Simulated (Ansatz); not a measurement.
# Response to strain in CdS

The parent structure is CdS in the zinc blende structure (space group F-43m, No. 216; a = 5.824 Å).

Strains are applied to the cell and any free atomic positions relax.

Computed with plane-wave PAW DFT at the PBEsol level (Ansatz, a first-principles code, 420 eV), spin-orbit coupling left out.

Candidates:
(a) isotropic strain +1.00 %
(b) isotropic strain −1.50 %
(c) isotropic strain −0.50 %

For the base:

```
Item        Value
--------  -------
Band gap  1.01 eV
```

Task: Order them by band gap, highest first.

Result: (b) isotropic strain −1.50 % (1.10 eV), (c) isotropic strain −0.50 % (1.04 eV), (a) isotropic strain +1.00 % (0.95 eV)

Stability against distortions was not tested.
